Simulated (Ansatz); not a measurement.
**BN, response to strain**

The parent structure is BN in the wurtzite structure (space group P6_3mc, No. 186).

Space group P6₃mc (No. 186); a = 2.523 Å, b = 2.523 Å, c = 4.175 Å, α = 90.00°, β = 90.00°, γ = 120.00°

| atom | site | symmetry | x | y | z |
|---|---|---|---|---|---|
| B | 2b | 3m. | 0.3333 | 0.6667 | 0.0003 |
| N | 2b | 3m. | 0.3333 | 0.6667 | 0.3747 |

Strains are applied to the cell and any free atomic positions relax.

Level of theory: Ansatz (an electronic-structure program), LDA, PAW, cutoff 420 eV, no spin-orbit coupling.

Notes on the quantities. pressure: mean of the normal stresses, compression positive.

| isotropic strain (%) | pressure (GPa) |
|---|---|
| 0 | 0.0 |
| 0.6 | ? |
| 1.2 | -13.5 |
| 1.8 | -19.5 |
| 2.4 | -25.1 |
| 3 | -30.3 |

Task: Fit P = P₀ − Bδ + Cδ² with δ = (1 + ε)³ − 1 to the rows shown and predict the withheld row.

Result: Least squares on the printed values gives P₀ = 0.0 GPa, B = 396 GPa (at held cell shape), C = 755 GPa (largest residual 0.0 GPa); this predicts -6.9 GPa, and the run gives -7.0 GPa, in agreement.

Whether these cells are dynamically stable was not tested.
